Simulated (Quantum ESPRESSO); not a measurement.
A self-consistent single point of TiRh (P4/mmm, 2 atoms in the cell) with Quantum ESPRESSO.

Method: LDA (PZ), GBRV 1.5 ultrasoft (LDA) pseudopotentials (plane waves; Quantum ESPRESSO 7.5).

The change in words: lattice scaled by 0.985. Reference geometry:
```yaml
crystal:
  lattice:
    - [2.94945, 0.00000, 0.00000]
    - [0.00000, 2.94945, 0.00000]
    - [0.00000, 0.00000, 3.30679]
  atoms:
    - { symbol: Rh, position: [0.00000, 0.00000, 0.00000] }
    - { symbol: Ti, position: [0.50000, 0.50000, 0.50000] }
```

Reference input (self-consistent single point, DFT, LDA (PZ), plane waves, GBRV 1.5 ultrasoft (LDA) pseudopotentials): ecutwfc = 50 Ry; ecutrho = 400 Ry; occupations = smearing; smearing = cold; degauss = 0.0036749 Ry; potentials = {Rh: rh_lda_v1.4.uspp.F.UPF, Ti: ti_lda_v1.4.uspp.F.UPF}; K_POINTS = automatic 15 15 13 0 0 0; conv_thr = 1e-10 Ry; mixing_beta = 0.3. This run's input differs from it in these lines:

```diff
@@ -10,4 +10,4 @@
    ibrav = 6
-   A = 2.9494550000
-   C = 3.3067850000
+   A = 2.9052130000
+   C = 3.2571830000
    nat = 2
@@ -29,3 +29,3 @@
 Rh    0.0000000000    0.0000000000    0.0000000000
-Ti    1.4747275000    1.4747275000    1.6533925000
+Ti    1.4526065000    1.4526065000    1.6285915000
 K_POINTS automatic
```

Log, with long lists cut:

```
     Self-consistent Calculation

     iteration #  1     ecut=    50.00 Ry     beta= 0.30

     negative rho (up, down):  5.665E-02 0.000E+00

     total energy              =    -288.27277430 Ry
     estimated scf accuracy    <       7.22918603 Ry

     iteration #  2     ecut=    50.00 Ry     beta= 0.30

     negative rho (up, down):  5.551E-02 0.000E+00

     total energy              =    -290.61711121 Ry
     estimated scf accuracy    <       4.69285504 Ry

     iteration #  3     ecut=    50.00 Ry     beta= 0.30

     negative rho (up, down):  5.483E-02 0.000E+00

     total energy              =    -290.58410684 Ry
     estimated scf accuracy    <       1.00083172 Ry

   [... 10 blocks of this kind left out ...]

     iteration # 14     ecut=    50.00 Ry     beta= 0.30

     negative rho (up, down):  5.381E-02 0.000E+00

     total energy              =    -290.69610223 Ry
     estimated scf accuracy    <          1.4E-09 Ry

     iteration # 15     ecut=    50.00 Ry     beta= 0.30

     negative rho (up, down):  5.381E-02 0.000E+00
     End of self-consistent calculation

     Number of k-points >= 100: set verbosity='high' to print the bands.

     the Fermi energy is    19.6139 ev

!    total energy              =    -290.69610223 Ry
     estimated scf accuracy    <          4.1E-11 Ry
     smearing contrib. (-TS)   =       0.00001714 Ry
     internal energy E=F+TS    =    -290.69611937 Ry

     convergence has been achieved in  15 iterations

     negative rho (up, down):  5.381E-02 0.000E+00

     Forces acting on atoms (cartesian axes, Ry/au):

     atom    1 type  1   force =     0.00000000    0.00000000    0.00000000
     atom    2 type  2   force =     0.00000000    0.00000000    0.00000000

     Total force =     0.000000     Total SCF correction =     0.000000

     negative rho (up, down):  5.381E-02 0.000E+00
          total   stress  (Ry/bohr**3)                   (kbar)     P=       57.33
   0.00030595   0.00000000   0.00000000           45.01        0.00        0.00
   0.00000000   0.00030595   0.00000000            0.00       45.01        0.00
   0.00000000   0.00000000   0.00055717            0.00        0.00       81.96

   JOB DONE.
```

The run converged in 15 iterations. Against the reference run the free energy goes up by 1.7 meV/atom and the pressure goes from -4.58 to 5.73 GPa.

The starting cell comes from a database of published, mostly measured structures (it also holds non-ambient and calculated ones), without a prior relaxation at this level. Its lattice was rescaled by a random factor within 2.5 % of one. For this run, on top of that: lattice scaled by 0.985. Spin polarisation is off.

Cost on one core of a shared machine: roughly 80 s.
